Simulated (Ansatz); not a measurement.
Output of an Ansatz run (abridged):

```
WARN ansatz: RAYON_NUM_THREADS=1 ignored (pool sized by the plan → 1); use --threads N
Pseudopotentials: kind: paw
Pseudopotential: Ba, paw, valence charge 10
Pseudopotential: Cd, paw, valence charge 20
Pseudopotential: Te, paw, valence charge 16
Pseudopotential: O, paw, valence charge 6
Crystal: 10 atoms, lattice volume = 145.264 Å³
Basis set: ecut = 420 eV, 2741 PW (Γ), exchange–correlation on 80×80×80 points (8 copies of the dense FFT grid, shifted against one another)
Bands: 56, of which v1, the nominal top of the filled ones, is band 46 counted from 1 (45 counted from 0)
Symmetry: 48 space group operations
Space group: Fm-3m (ITA 225), of the structure as read, at distance tolerance 5.3e-5 Å
k-points: 20 of 343
Initial density: superposition of atomic densities (neutral atoms: chi_scale 0, normalization atom), corrected by the library's trained network
Initial wavefunctions: pseudopotential atomic-orbital guess
Eigensolver: davidson
Functional: x = pbe(κ = 0.804, μ = 0.2195149727645171), c = pbe(β = 0.06672455060314922)
SCF iter   1: F=—  HF=-30540.378093 eV  |F-HF|=—  |Δ(HF+E_count)|=         —  Δρ=1.32e-3  dr2=3.12e-3  ethr=1.77e-3  ⟨swp⟩=7.2  Hψ=4961  notcnv=0  defer=44
all-band conjugate gradients solve this SCF's bands
preconditioner: auto → Resta (q_TF=auto, 2.528 Å⁻¹)
SCF iter   2: F=—  HF=-30540.378810 eV  |F-HF|=—  |Δ(HF+E_count)|=   7.17e-4  S|Δr|=    0.00e0  Δρ=7.72e-4  dr2=1.17e-3  ethr=3.39e-6  ⟨swp⟩=3.2  Hψ=2411  notcnv=0  defer=53
SCF iter   3: F=—  HF=-30540.379038 eV  |F-HF|=—  |Δ(HF+E_count)|=   2.28e-4  S|Δr|=    0.00e0  Δρ=2.82e-4  dr2=1.33e-4  ethr=1.27e-6  ⟨swp⟩=2.0  Hψ=1349  notcnv=0  defer=53
SCF iter   4: F=—  HF=-30540.379079 eV  |F-HF|=—  |Δ(HF+E_count)|=   4.03e-5  S|Δr|=    0.00e0  Δρ=7.32e-5  dr2=7.60e-6  ethr=1.44e-7  ⟨swp⟩=2.1  Hψ=1914  notcnv=0  defer=53
SCF iter   5: F=—  HF=-30540.379181 eV  |F-HF|=—  |Δ(HF+E_count)|=   1.03e-4  S|Δr|=    0.00e0  Δρ=2.83e-5  dr2=1.22e-6  ethr=8.26e-9  ⟨swp⟩=2.0  Hψ=1963  notcnv=0  defer=53
SCF iter   6: F=—  HF=-30540.379181 eV  |F-HF|=—  |Δ(HF+E_count)|=   1.10e-7  S|Δr|=    0.00e0  Δρ=9.21e-6  dr2=1.24e-7  ethr=1.32e-9  ⟨swp⟩=2.1  Hψ=1968  notcnv=0  defer=53
SCF iter   7: F=-30540.379181 eV  HF=-30540.379181 eV  |F-HF|=3.78e-10  |Δ(HF+E_count)|=   2.51e-8  S|Δr|=    0.00e0  Δρ=1.47e-6  dr2=3.91e-9  ethr=1.09e-10  ⟨swp⟩=12.8  Hψ=5750  notcnv=0
SCF 1 converged in 7 iterations: F = -30540.379181 eV  dr2 = 3.91e-9
SCF converged after 7 iterations
Stability not checked (fill_not_monotonic)
Free energy (F): -30540.379181 eV
Harris-Foulkes:  -30540.379181 eV  (|F-HF|=3.78e-10)
Internal energy: -30540.378420 eV  (E = F + TS)
E sigma→0 (E₀):  -30540.378991 eV
Entropy (-TS):   -0.000762 eV (-0.076 meV/atom)
Fermi energy:    10.375723 eV
--- Per-component energies (eV) ---
  E_band       = -581.799083
  E_kinetic    = 2079.427581
  E_local      = -7420.607809  (includes V_loc(G=0)·N_el)
  E_nonlocal   = 128.612336
  E_hartree    = 3504.836224
  E_xc         = -1084.922816
  E_vxc        = -1169.168401  (∫ρ·V_xc dr)
  E_paw        = -20148.200677  (= ΣΔE_a)
  E_vpaw       = -1209.751404  (= ΣTr[D̂ρ^β])
  E_aug_tail   = 0.014275  (compensation charges beyond the density's cutoff)
  E_ewald      = -7599.537534
  E_smearing   = -0.000762  (= −TS)
  E_closure    = 0.000000  (closes the sum)
  Σ components = -30540.379181   (vs F -30540.379181, Δ=0.00e0)
--- Forces (eV/Å), atoms counted from 1 ---
  atom   1  Ba     0.00000000     0.00000000     0.00000000
  atom   2  Ba    -0.00000000     0.00000000    -0.00000000
  atom   3  Cd     0.00000000     0.00000000    -0.00000000
  atom   4  Te    -0.00000000    -0.00000000     0.00000000
  atom   5  O     -3.50590427    -0.00000000     0.00000000
  atom   6  O      3.50590427     0.00000000     0.00000000
  atom   7  O     -0.00000000    -3.50590427    -0.00000000
  atom   8  O     -0.00000000     3.50590427    -0.00000000
  atom   9  O      0.00000000     0.00000000    -3.50590427
  atom  10  O      0.00000000     0.00000000     3.50590427
  max |Σ_I F_I| component: 8.82e-16 eV/Å
--- Stress (GPa, compression-positive) ---
        3.731978       0.000000      -0.000000
        0.000000       3.731978      -0.000000
       -0.000000      -0.000000       3.731978
  P = ⅓ Tr σ = 3.7320 GPa (37.320 kbar)
  The stress holds the Pulay correction. Without it, at fixed plane waves, as pw.x and ABINIT print it: P = 3.2293 GPa
--- Band table (eV; the first three rows and the last of 20) ---
  k-point 0: bands = ["-89.7441", "-50.8596", "-50.8596", "-50.8596", "-27.6116", "-27.6116", "-27.6010", "-27.6010", "-27.6010", "-14.9007", "-14.7451", "-7.9287", "-6.4766", "-6.4766", "-6.4766", "-6.0332", "-6.0332", "-0.5392", "-0.5392", [...]
  k-point 1: bands = ["-89.7441", "-50.8597", "-50.8597", "-50.8597", "-27.6117", "-27.6117", "-27.6010", "-27.6010", "-27.6010", "-14.8909", "-14.7508", "-7.9167", "-6.5648", "-6.4875", "-6.4875", "-6.0291", "-6.0291", "-0.4937", "-0.4937", [...]
  k-point 2: bands = ["-89.7441", "-50.8597", "-50.8597", "-50.8597", "-27.6117", "-27.6117", "-27.6010", "-27.6010", "-27.6010", "-14.8647", "-14.7680", "-7.8808", "-6.7644", "-6.5109", "-6.5109", "-6.0209", "-6.0209", "-0.3768", "-0.3768", [...]
  k-point 19: bands = ["-89.7441", "-50.8597", "-50.8597", "-50.8597", "-27.6117", "-27.6117", "-27.6010", "-27.6010", "-27.6010", "-14.8113", "-14.8053", "-7.8832", "-6.8715", "-6.5390", "-6.5018", "-6.2050", "-6.0096", "-0.1263", "-0.0772", [...]
```

The structure:

```
CELL_PARAMETERS angstrom
      0.00000     4.17231     4.17231
      4.17231     0.00000     4.17231
      4.17231     4.17231     0.00000
ATOMIC_POSITIONS crystal
  Ba 0.25000 0.25000 0.25000
  Ba 0.75000 0.75000 0.75000
  Cd 0.50000 0.50000 0.50000
  Te 0.00000 0.00000 0.00000
  O  0.74910 0.25090 0.25090
  O  0.25090 0.74910 0.74910
  O  0.25090 0.74910 0.25090
  O  0.74910 0.25090 0.74910
  O  0.25090 0.25090 0.74910
  O  0.74910 0.74910 0.25090
```

Problem. Reconstruct the input of this run.

Solution. Other spellings and defaults could give the same log, and not every line can be read from it. The input that was run (DFT, PBE, plane waves, default PAW files):

Ansatz 0.2 input:
```yaml
crystal:
  lattice:
    - [0.000000, 4.172308, 4.172308]
    - [4.172308, 0.000000, 4.172308]
    - [4.172308, 4.172308, 0.000000]
  atoms:
    - { symbol: Ba, position: [0.250000, 0.250000, 0.250000] }
    - { symbol: Ba, position: [0.750000, 0.750000, 0.750000] }
    - { symbol: Cd, position: [0.500000, 0.500000, 0.500000] }
    - { symbol: Te, position: [0.000000, 0.000000, 0.000000] }
    - { symbol: O, position: [0.749100, 0.250900, 0.250900] }
    - { symbol: O, position: [0.250900, 0.749100, 0.749100] }
    - { symbol: O, position: [0.250900, 0.749100, 0.250900] }
    - { symbol: O, position: [0.749100, 0.250900, 0.749100] }
    - { symbol: O, position: [0.250900, 0.250900, 0.749100] }
    - { symbol: O, position: [0.749100, 0.749100, 0.250900] }
basis:
  ecutwfc: 420.0
kpoints:
  mp_grid: { grid: [7, 7, 7] }
hamiltonian:
  xc: pbe
  pseudopotentials: { kind: paw }
scf:
  occupations: { method: methfessel_paxton, width: 0.1 }
output:
  forces: true
  eigenvalues: true
  stress: true
```

The starting cell was generated: these elements placed on a structure prototype, without a prior relaxation; it need not be a known phase or ordering of this composition. Spin-orbit coupling is off. With a pressure of about 4 GPa the cell is away from its equilibrium volume at this level. Forces in this geometry exceed 1 eV/Å. Ansatz's pressure includes its estimate of the finite-basis (Pulay) stress. Without the estimate this run gives 3.23 GPa. The run gives no clean gap (levels at the Fermi energy touch, overlap or are partly filled at this smearing), which alone does not show that the compound is a metal.

Ansatz is an electronic-structure program.
